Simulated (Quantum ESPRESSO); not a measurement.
Input and output of a self-consistent single point for Y₄Cu₂O₇ (C2/m, 13 atoms in the cell) (Quantum ESPRESSO).

Level of theory: LDA (PZ), PSlibrary ultrasoft (LDA) pseudopotentials (plane waves; Quantum ESPRESSO).

```
CELL_PARAMETERS angstrom
      6.08207    -1.82980     0.00000
      6.08207     1.82980     0.00000
     -2.76647     0.00000     7.82092
ATOMIC_POSITIONS crystal
  Y  0.35586 0.35586 0.16318
  Y  0.64414 0.64414 0.83682
  Y  0.66252 0.66252 0.32103
  Y  0.33748 0.33748 0.67897
  Cu 0.00000 0.00000 0.00000
  Cu 0.00000 0.00000 0.50000
  O  0.74839 0.74839 0.12041
  O  0.25161 0.25161 0.87959
  O  0.50000 0.50000 0.00000
  O  0.98854 0.98854 0.71246
  O  0.01146 0.01146 0.28754
  O  0.27741 0.27741 0.38599
  O  0.72259 0.72259 0.61401
```

Reference input (self-consistent single point, DFT, LDA (PZ), plane waves, PSlibrary ultrasoft (LDA) pseudopotentials): ecutwfc = 55 Ry; ecutrho = 385 Ry; occupations = fixed; K_POINTS = automatic 7 7 2 1 1 1; nbnd = 56; conv_thr = 1e-10 Ry; mixing_beta = 0.7. This run's input differs from it in these lines:

```diff
@@ -41,3 +41,3 @@
 K_POINTS {automatic}
-7 7 2  1 1 1
+5 5 2  1 1 1
 CELL_PARAMETERS {angstrom}
```

Output, abridged:

```
     Self-consistent Calculation

     iteration #  1     ecut=    55.00 Ry     beta= 0.70

---- Real-time Memory Report at c_bands before calling an iterative solver
           540 MiB given to the printing process from OS
           239 MiB allocation reported by mallinfo(arena+hblkhd)
------------------

     total energy              =    -805.34329975 Ry
     estimated scf accuracy    <       3.91468206 Ry

     iteration #  2     ecut=    55.00 Ry     beta= 0.70

---- Real-time Memory Report at c_bands before calling an iterative solver
           683 MiB given to the printing process from OS
   [... lines left out ...]

---- Real-time Memory Report at c_bands before calling an iterative solver
           731 MiB given to the printing process from OS
           305 MiB allocation reported by mallinfo(arena+hblkhd)
------------------

     total energy              =    -807.58430254 Ry
     estimated scf accuracy    <          1.8E-10 Ry

     iteration # 23     ecut=    55.00 Ry     beta= 0.70

---- Real-time Memory Report at c_bands before calling an iterative solver
           732 MiB given to the printing process from OS
           305 MiB allocation reported by mallinfo(arena+hblkhd)
------------------
     End of self-consistent calculation

     highest occupied, lowest unoccupied level (ev):    10.3182   12.3610

!    total energy              =    -807.58430254 Ry
     estimated scf accuracy    <          6.2E-11 Ry

     convergence has been achieved in  23 iterations

     Forces acting on atoms (cartesian axes, Ry/au):

     atom    1 type  1   force =    -0.00379189    0.00000000   -0.00418552
     atom    2 type  1   force =     0.00379189    0.00000000    0.00418552
     atom    3 type  1   force =     0.00468759    0.00000000    0.00196978
     atom    4 type  1   force =    -0.00468759    0.00000000   -0.00196978
     atom    5 type  2   force =     0.00000000    0.00000000    0.00000000
     atom    6 type  2   force =     0.00000000    0.00000000    0.00000000
   [... lines left out ...]

     Total force =     0.017821     Total SCF correction =     0.000020

          total   stress  (Ry/bohr**3)                   (kbar)     P=      -86.86
  -0.00053440   0.00000000   0.00006060          -78.61        0.00        8.91
  -0.00000000  -0.00061272   0.00000000           -0.00      -90.13        0.00
   0.00006060   0.00000000  -0.00062419            8.91        0.00      -91.82

   JOB DONE.
```

The run converged in 23 iterations. Against the reference run the free energy is nearly the same (within 1 meV/atom), the pressure moves little (-8.68 to -8.69 GPa), the largest force stays at 0.237 eV/Å and the gap on the mesh goes from 2.012 to 2.043 eV.

The starting cell comes from a database of computed structures (which also holds hypothetical and non-ambient phases and stackings), without a prior relaxation at this level. Its lattice was rescaled by a random factor within 2.5 % of one. With a pressure of about -9 GPa the cell is away from its equilibrium volume at this level. Another mesh or the band path of this cell gives a smaller gap, so this value is not converged in the mesh.

Cost on one core of a shared machine: roughly 4 min.
